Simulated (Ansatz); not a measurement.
**Ga_Cu+V_Cu+V_Cu (chalcopyrite CuGaSe2 host)**

Method: PBE, PAW (plane waves to 420 eV; Ansatz, a first-principles code). Cell and caveats: 64-site cell; 2×2×2 shifted k-points; start: the Cu site; Cu 4.00 Å away; Cu 4.00 Å away; no Hubbard U; the functional closes the host's gap; not converged in cell size; relaxed from one start, so a lower configuration may exist.

Neighbours after relaxation, in Å: of the emptied site: Se 2.30, Se 2.32, Se 2.37, Se 2.38; of the emptied site: Se 2.33, Se 2.33, Se 2.35, Se 2.36; of the Ga atom: Se 2.46, Se 2.47, Se 2.50, Se 2.51.

The name describes the start; the neighbours show where the atoms ended.

| charge | moment (μB) | largest move off a lattice site (Å) |
|---|---|---|
| 0 | not spin-polarised | 0.16 |

All states together cost about 50 core-minutes (a rough figure).
